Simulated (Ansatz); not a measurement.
SiC: holes 3.0×10^21 cm⁻³

Base system: SiC (space group P6_3mc, No. 186; a = 3.078 Å, c = 10.076 Å).

Now apply this change: hole doping at 3.0×10^21 cm⁻³ (0.248 per cell), with a uniform compensating background at fixed cell and a 300 K Fermi–Dirac width.

Level of theory: Ansatz (a quantum-chemistry and plane-wave program) PBEsol, without spin-orbit coupling, earlier PAW set. Settings: 17×17×5 k-points, 0.0259 eV Fermi–Dirac smearing.

| quantity | base | changed | shift |
|---|---|---|---|
| gap between the host's bands | 2.12 eV | 2.18 eV | +0.06 eV |
| gap character | indirect, Γ → M | indirect, Γ → M | – |
| Fermi level relative to the doped band's edge (positive inside the band; to 0.05 eV) | – | +0.30 eV | – |

Carriers are added with a uniform compensating background; total energy and stress of such cells depend on the potential's zero and are not compared; many-body gap narrowing is missing at this level. No phonon test of stability was made.
